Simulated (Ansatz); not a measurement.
**O vacancy + Y on the Hf site + Y on the Hf site (monoclinic HfO2 host)**

Calculation: PBE, PAW (plane waves to 420 eV; Ansatz, an electronic-structure program). A 2×2×2 supercell of 96 sites was used; the energies come from a 2×2×2 shifted sampling of its zone. Sites at the start: the O(1,3-fold) site; Hf 2.05 Å away; Hf 2.07 Å away. Finite-size correction: monopole term and site-potential alignment. Dielectric constants: PBE linear response of the host. Host gap at this level: 4.04 eV. Finite-size and sampling errors can reach tenths of an eV here. Levels are measured in PBE's own, too narrow, gap. Spin–orbit coupling is left out, which matters for these heavy elements. Each state is the lowest found from its start.

```tsv
charge	moment (μB)	point group	largest move off a lattice site (Å)	image correction with alignment (eV)
+1*	1.0	C1	0.27	–
0	not spin-polarised	C1	0.27	0.00
−1	1.0	C1	0.17	0.36
```

* At this level the carrier isn't localised at the defect: at charge +1 holes occupy the valence band. Such a state is shallow or no state of the defect, and this cell gives it no level.

Point groups are those of the whole cell at tolerances of 0.03 and 0.1 Å ("near" where only the looser one holds); none is given for unsettled states.

Transition levels above the valence-band maximum: ε(0/−1) = 2.99 eV. On the lower envelope of the bound states, inside the gap: (0/−1) at 2.99 eV.

Flagged in the runs: a doubtful potential alignment, a host whose relaxation on this sampling wasn't shown to rest.

All states together cost about 8 core-hours (a rough figure).
